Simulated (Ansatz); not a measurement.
For TiO₂ (Pnma, No. 62, 12 atoms in the cell; start mp-9173; a measured phase of this formula has another space group), LDA (plane waves, PAW; Ansatz, a quantum-chemistry and plane-wave program) gives:

* **volume per atom**: 10.84 Å³/atom
* **enthalpy of formation**: -3.346 eV/atom

Task: What does r²SCAN-D4 in Ansatz (plane waves, PAW) give for the same quantities?

Result: 
- equilibrium volume per atom: 11.17 Å³/atom (grows by 3.0 %)
- formation enthalpy: -3.327 eV/atom (moves by +0.019 eV/atom)

Changes are worked out from the printed values.

Unless a cell is named, each level is at its own relaxed cell (LDA 10.84, r²SCAN-D4 11.17 Å³/atom).

Caveats: the relaxation could not lower the start's symmetry, so the cell can be a saddle point above a distorted one (LDA, r²SCAN-D4). Ansatz's density-functional and Hartree–Fock values are scalar-relativistic unless marked +SOC, with PAW data made under PBE.

A start named mp-… is a Materials Project structure, which need not be a measured phase.
